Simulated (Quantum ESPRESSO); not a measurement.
**Short convergence ladders for Rh (Fm-3m, 1 atom in the cell)**

```xyz
1
Lattice="0.0000 1.9095 1.9095 1.9095 0.0000 1.9095 1.9095 1.9095 0.0000" Properties=species:S:1:pos:R:3 pbc="T T T"
Rh     0.0000     0.0000     0.0000
```

Base method: PBE, PSlibrary ultrasoft (PBE) pseudopotentials (plane waves; Quantum ESPRESSO 7.5).

Base settings: ecutwfc = 60 Ry; ecutrho = 420 Ry; occupations = smearing; smearing = fermi-dirac; degauss = 0.0073499 Ry; potentials = {Rh: Rh.pbe-spn-rrkjus_psl.1.0.0.UPF}; K_POINTS = automatic 15 15 15 0 0 0; conv_thr = 1e-10 Ry.

The count of work is k-points × plane waves × bands × iterations; it is no time. Core times come from one kind of shared machine, to one figure; runs under 30 s give none.

**The width of Fermi-Dirac smearing**

In this ladder: K_POINTS = automatic 24 24 24 0 0 0.

Narrow widths need finer meshes than wide ones, so the last steps can hold mesh noise.

Only quantities that move along the ladder and can be compared are tabulated; pressure and forces are left out, as mesh noise rules them at narrow widths.

| degauss | free energy less the last step's (meV/atom) | energy extrapolated to zero width less the last step's (meV/atom) |
|---|---|---|
| 0.073499 Ry | -1891.00 | -242.12 |
| 0.036749 Ry | -525.40 | -37.26 |
| 0.02205 Ry | -183.68 | -4.16 |
| 0.0147 Ry | -69.41 | 0.70 |
| 0.0073499 Ry | 0.00 | 0.00 |

Widest degauss that holds the energy extrapolated to zero width within 2 meV/atom of the last step, with all finer ones: 0.0147 Ry; the step before is off by 4.2 meV/atom.

Widest degauss that holds the free energy within 5 meV/atom: not settled: the last two steps still differ by 69 meV/atom, over half the tolerance, so the ladder does not show it.

The extrapolation to zero width removes most of the smearing's effect on the energy.

**The width of Methfessel-Paxton smearing**

In this ladder: smearing = methfessel-paxton; K_POINTS = automatic 24 24 24 0 0 0.

Narrow widths need finer meshes than wide ones, so the last steps can hold mesh noise.

Only quantities that move along the ladder and can be compared are tabulated; pressure and forces are left out, as mesh noise rules them at narrow widths.

```tsv
degauss	free energy less the last step's (meV/atom)
0.073499 Ry	-10.46
0.036749 Ry	3.60
0.02205 Ry	1.88
0.0147 Ry	1.01
0.0073499 Ry	0.25
0.0036749 Ry	0.00
```

Widest degauss that holds the free energy within 0.5 meV/atom of the last step, with all finer ones: 0.0073499 Ry; the step before is off by 1.0 meV/atom.

**The mesh under tetrahedron occupations**

In this ladder: occupations = tetrahedra_opt; smearing = default; degauss = default.

Only quantities that move along the ladder and can be compared are tabulated.

| K_POINTS | free energy less the last step's (meV/atom) | pressure (GPa) | count of work / last | core time / last (rough) |
|---|---|---|---|---|
| automatic 6 6 6 0 0 0 | 140.04 | 4.41 | 0.018 | – |
| automatic 8 8 8 0 0 0 | 63.24 | 2.98 | 0.032 | – |
| automatic 9 9 9 0 0 0 | 43.05 | 2.06 | 0.038 | – |
| automatic 12 12 12 0 0 0 | 15.71 | 1.72 | 0.068 | – |
| automatic 14 14 14 0 0 0 | 12.11 | 1.70 | 0.098 | – |
| automatic 18 18 18 0 0 0 | 4.17 | 1.50 | 0.21 | 0.1 |
| automatic 22 22 22 0 0 0 | 1.78 | 1.48 | 0.31 | 0.3 |
| automatic 28 28 28 0 0 0 | 0.52 | 1.45 | 0.59 | 0.4 |
| automatic 34 34 34 0 0 0 | 0.00 | 1.43 | 1.0 | 1 |

Coarsest K_POINTS that holds the pressure within 1 GPa of the last step, with all finer ones: automatic 9 9 9 0 0 0, at 0.038 of the last step's count of work; the step before is off by 1.5 GPa.

Coarsest K_POINTS that holds the free energy within 5 meV/atom of the last step, with all finer ones: automatic 18 18 18 0 0 0, at 0.21 of the last step's count of work and about 0.1 of the last step's time; the step before is off by 12 meV/atom.

Two neighbours can agree and both be off: automatic 12 12 12 0 0 0 and automatic 14 14 14 0 0 0 differ by 0.02 GPa in the pressure, yet lie about 0.27 GPa from the last step.

On the base run: the starting cell has typed, rounded lattice constants, without a prior relaxation at this level. Its lattice was rescaled by up to half a per cent. Spin polarisation is off.

Left out of this page: 4 runs of the series outside the window shown, repeating another row's setting, or not comparable.
